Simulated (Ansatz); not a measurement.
We consider zinc-blende BeS, described by G0W0@HSE06 (hard PAW, contour deformation; Ansatz, an electronic-structure program).

The cell has the measured lattice parameters. Conventional cell: a = 4.8700 Å, b = 4.8700 Å, c = 4.8700 Å, α = 90.00°, β = 90.00°, γ = 90.00°.

The quasiparticle gap at Γ at a fixed k mesh 4×4×4:

| response cutoff | value (eV) |
|---|---|
| 150 eV, 221 empty bands | 7.801 |
| 200 eV, 341 empty bands | 7.844 |
| 250 eV, 476 empty bands | 7.867 |
| 300 eV, 626 empty bands | 7.882 |

**Question.** Taking the value to converge with the response cutoff E as E^(−3/2), extrapolate from the last two rows.

**Answer.** With y = y∞ + c/w and weights w = 3953 and 5196 for the last two rows, y∞ = (w2 y2 − w1 y1)/(w2 − w1) = (5196 × 7.882 − 3953 × 7.867)/1243 = 7.930 eV, which lies 0.048 beyond the last row. Successive pairs of rows give 7.924, 7.925, 7.930. The limit also hangs on the law assumed, so its last digits aren't firm.

The other settings are not extrapolated, so this is the limit in one setting alone.

The smallest gap on this mesh is 4.94 eV, away from Γ.

Note: GW on a hybrid start was not checked against another program.
